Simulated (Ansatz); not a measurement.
## Pd under a change: biaxial strain +1.00 %, plane normal [001], relaxed out of plane

The reference is Pd in the fcc (Cu type) structure (space group Fm-3m, No. 225; a = 3.910 Å; relaxed with 0.1 eV smearing). Axes: x, y, z lie along the cube axes.

The change: biaxial strain +1.00 %, plane normal [001], relaxed out of plane (Cartesian); in-plane vectors clamped, the third vector and the atoms free.

All numbers come from r2SCAN (Ansatz, a program for electronic structure; PAW; 500 eV plane waves; no SOC). Γ-centred 29×29×29 mesh, Fermi–Dirac width 0.1 eV.

| quantity | base | changed | shift |
|---|---|---|---|
| space group | Fm-3m (No. 225) | I4/mmm (No. 139) | – |
| shortest interatomic distance | 2.765 Å | 2.758 Å | -0.007 Å |
| energy relative to the base (free energy F) | 0 meV/atom | +1.1 meV/atom | +1.1 meV/atom |
| band gap | zero | zero | – |
| out-of-plane strain | – | -1.55 % | – |
| ratio −ε⊥/ε∥ | – | 1.55 | – |
| mean in-plane stress (compression positive) | – | -1.1 GPa | – |

Whether these cells are dynamically stable was not tested. The final runs are not spin-polarised. Pd has a high density of states at the Fermi level and may be magnetic at this level.
